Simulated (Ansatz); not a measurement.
The reference is TiAl (space group P4/mmm, No. 123; a = 2.768 Å, c = 3.996 Å).

Method: LDA (Ansatz, a program for electronic structure), without spin-orbit coupling.

Base values:

The volume per atom is 15.30 Å³. The c/a ratio is 1.444.

One thing is altered: hydrostatic tension (pressure −1 GPa).

**Question.** What happens to the volume per atom?

**Answer.** The volume per atom grows by 0.12 Å³ (15.30 Å³ → 15.42 Å³).

**Question.** Estimate the effect on the c/a ratio.

**Answer.** The c/a ratio is still 1.444.

Load acts through the strain it causes; cell and atoms are relaxed under it. Whether these cells are dynamically stable was not tested. The final runs are not spin-polarised.
